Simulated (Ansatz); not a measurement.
We consider GdNi (Cmcm, No. 63), described by LDA (Ansatz, a first-principles code, PAW).

Run with plane-wave cutoff 500 eV, 16×16×14 k mesh (along the axes of the cell as run), Fermi–Dirac smearing 0.1 eV, spin-polarised start, scalar-relativistic PAW data made under PBE.

Computed at the level's own relaxed cell.

Question: What does this level give for the volume per atom?

Answer: 
- volume per atom = 18.68 Å³/atom

The run finds no gap.

Note: the magnetic order was assumed, not searched for or taken from measurement; the 4f shell is treated without U or exact exchange, so its levels and filling can be wrong; the volume lies 10 % below that of the published cell.

Spin–orbit coupling is not included.

Static lattice: no zero-point or thermal effects.
